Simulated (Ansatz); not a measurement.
Base system: InSb in the zinc blende structure (space group F-43m, No. 216; a = 6.519 Å).

All numbers come from Ansatz (a first-principles code) PBEsol, scalar-relativistic without spin-orbit coupling.

Strains are applied to the cell and any free atomic positions relax.

One change was made to it. Results:

| quantity | base | after |
|---|---|---|
| energy relative to the base (free energy F) | 0 meV/atom | +4.0 meV/atom |
| pressure | 0.0 GPa | -1.2 GPa |
| band gap | zero | zero |

Which change produced these results?
(A) isotropic strain +1.00 %
(B) isotropic strain −1.50 %
(C) isotropic strain +2.00 %
(D) isotropic strain −3.00 %

A, isotropic strain +1.00 %. For comparison, the energy relative to the base in the other runs: isotropic strain −1.50 % gives +9.9 meV/atom; isotropic strain −3.00 % gives +42 meV/atom; isotropic strain +2.00 % gives +15 meV/atom.

Spin-orbit coupling, missing from the scalar runs, can matter with Sb. Stability against distortions was not tested. The final runs are not spin-polarised. The zero or small gap of InSb can change with the level of theory.
